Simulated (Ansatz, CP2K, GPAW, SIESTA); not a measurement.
**CdHClO (P6_3mc, 8 atoms in the cell) computed with different codes at matched settings**

Band-structure calculation.

```
CdHClO
1.0
    3.70730     0.00000     0.00000
   -1.85365     3.21062     0.00000
    0.00000     0.00000    10.34244
Cd H Cl O
2 2 2 2
Direct
  0.66667   0.33333   0.49219
  0.33333   0.66667   0.99219
  0.00000   0.00000   0.31842
  0.00000   0.00000   0.81842
  0.66667   0.33333   0.15574
  0.33333   0.66667   0.65574
  0.00000   0.00000   0.41324
  0.00000   0.00000   0.91324
```

Shared settings, as Ansatz (an electronic-structure program) writes them: kpoints.mp_grid.grid = 7 7 3; scf.occupations.method = fixed. Potentials and cutoffs stand in the table.

```csv
code,model,gap along the path (eV),smallest direct gap (eV),cutoff
GPAW,"PBEsol, GPAW PAW datasets PBEsol (made by gpaw-setup)",2.35,2.35,950 eV
Ansatz,"PBEsol, PAW files made with PBE",2.36,2.36,default
SIESTA,"GGA PBEsol, numerical atomic orbitals DZP, PseudoDojo PBEsol standard norm-conserving potentials (rewritten from UPF to PSML)",2.50,2.50,grid 350 Ry
CP2K,"PBEsol, GPW, DZVP-MOLOPT-PBE-GTH basis, GTH-PBE potentials (POTENTIAL_UZH)",2.30,2.30,grid 500 Ry
```

The spread over the programs that give each value: gap along the path within 0.20 eV; smallest direct gap within 0.20 eV.

SIESTA and CP2K use small atom-centred bases, whose incompleteness enters pressures, forces and empty levels differently from a plane-wave cutoff.

The starting cell comes from a database of computed structures (which also holds hypothetical and non-ambient phases and stackings), without a prior relaxation at this level. Its lattice was rescaled by a random factor within 2.5 % of one.

Left out of this page: Quantum ESPRESSO (not drawn, or without a comparable value).

Keys are those of Ansatz 0.2.
